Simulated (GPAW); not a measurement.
Checking a run of GPAW on Cs2S3 (Cmc2_1, 10 atoms in the cell). The aim is a self-consistent single point with DFT PBEsol, plane waves, GPAW PAW datasets PBEsol (made by gpaw-setup).

Cell that was meant: a = 6.7430 Å, b = 6.7430 Å, c = 8.1726 Å, α = 90.00°, β = 90.00°, γ = 109.63°.

Part of the input:

```python
            nbands=-14,
            convergence={'forces': 0.001},
            symmetry={'symmorphic': False, 'tolerance': 0.0005},
            charge=1,
            maxiter=120,
            txt='-')
```

The program printed (abridged):

```
Input parameters:
  charge: 1
  convergence: {forces: 0.001}
  kpts: {gamma: True,
         size: (4, 4, 4)}
  maxiter: 120
   [... lines left out ...]
   9 Cs     3.885306   -0.741790    1.502949    ( 0.0000,  0.0000,  0.0000)

Unit cell:
           periodic     x           y           z      points  spacing
  1. axis:    yes    3.885306   -5.511068    0.000000    40     0.1588
  2. axis:    yes    3.885306    5.511068    0.000000    40     0.1588
  3. axis:    yes    0.000000    0.000000    8.172644    48     0.1703

  Lengths:   6.742957   6.742957   8.172644
  Angles:   90.000000  90.000000 109.632284

Effective grid spacing dv^(1/3) = 0.1658
     iter     time        total  log10-change:
                         energy   eigst   dens  force
iter:   1 --:--:--   -44.121879
iter:   2 --:--:--   -43.781863   -1.63  -1.08
iter:   3 --:--:--   -42.254918   -1.73  -1.12
iter:   4 --:--:--   -42.135252   -2.34  -1.38
iter:   5 --:--:--   -42.078857   -2.51  -1.49
iter:   6 --:--:--   -42.119259   -2.29  -1.73
iter:   7 --:--:--   -42.021724   -2.85  -1.79
iter:   8 --:--:--   -42.018620   -3.84  -2.27
iter:   9 --:--:--   -42.018478c  -3.98  -2.49
iter:  10 --:--:--   -42.017369c  -4.39  -2.51
   [... lines left out ...]
iter:  17 --:--:--   -42.017492c  -6.80  -3.55
iter:  18 --:--:--   -42.017488c  -7.75c -3.59
iter:  19 --:--:--   -42.017485c  -7.60c -3.61
iter:  20 --:--:--   -42.017490c  -6.53  -3.65
iter:  21 --:--:--   -42.017490c  -7.89c -4.16c
iter:  22 --:--:--   -42.017490c  -8.80c -4.26c -2.58
iter:  23 --:--:--   -42.017489c  -7.58c -4.30c -1.95
iter:  24 --:--:--   -42.017489c  -8.82c -4.76c -2.89
iter:  25 --:--:--   -42.017489c  -9.34c -4.87c -2.78
iter:  26 --:--:--   -42.017489c  -9.65c -4.87c -2.86
iter:  27 --:--:--   -42.017489c  -9.83c -4.95c -3.15c
Converged after 27 iterations.

Dipole moment: (0.000000, -0.000000, 20.018578) |e|*Ang

Energy contributions relative to reference atoms: (reference = -911901.473788)

Kinetic:         -6.552667
Potential:       -6.124721
External:        +0.000000
XC:             -29.754706
Entropy (-ST):   -0.027051
Local:           +0.441656
SIC:             +0.000000
--------------------------
Free energy:    -42.017489
Extrapolated:   -42.017489

Showing only first 2 kpts
 Kpt  Band  Eigenvalues  Occupancy
  0    33      2.91636    2.00000
  0    34      3.52331    2.00909
  0    35      3.58379    1.51806
  0    36      5.25213    0.00000

  1    33      2.90342    2.00000
  1    34      3.55252    1.81072
  1    35      3.60426    1.29812
  1    36      5.38545    0.00000

   [... lines left out ...]
Fermi level: 3.65025
No gap
   [... lines left out ...]
  5 S     0.89421    0.32113    0.71462
  6 S     0.89421   -0.32113    0.71462
  7 S    -0.89421    0.32113    0.71462
  8 Cs    0.00000    0.05779    0.02442
  9 Cs    0.00000   -0.05779    0.02442

Stress tensor:
     0.041074    -0.000000     0.000000
    -0.000000     0.024439     0.000000
     0.000000     0.000000     0.034298
Stress (GPa, Voigt): [ 6.5808  3.9156  5.4952  0.      0.     -0.    ]
```

### Question
Can these results be used? Check the input.

### Answer
The run is not sound. The fault is an unintended net charge. A charged periodic cell changes the electron count and is neutralised by a uniform background, so energy, forces and pressure belong to another system. To fix it, remove the charge. The run converged in 27 iterations without an error; against the sound input the pressure goes from -1.58 to -5.33 GPa and the largest force goes from 0.847 to 1.643 eV/Å.

The sound input it was made from differs as follows (other fixes are possible):
```diff
-            charge=1,
```

With that input, the run converged in 30 iterations: free energy E − TS (from the program's reference atoms) -38.2254 eV; Fermi level (on the code's own zero) 3.94 eV; pressure -1.58 GPa; largest force (vector length) 0.847 eV/Å (DFT PBEsol, plane waves, GPAW PAW datasets PBEsol (made by gpaw-setup)).

On the sound input: the starting cell comes from a database of published, mostly measured structures (it also holds non-ambient and calculated ones), without a prior relaxation at this level. Its lattice was rescaled by a random factor within 2.5 % of one. The run gives no clean gap (levels at the Fermi energy touch, overlap or are partly filled at this smearing), which alone does not show that the compound is a metal.
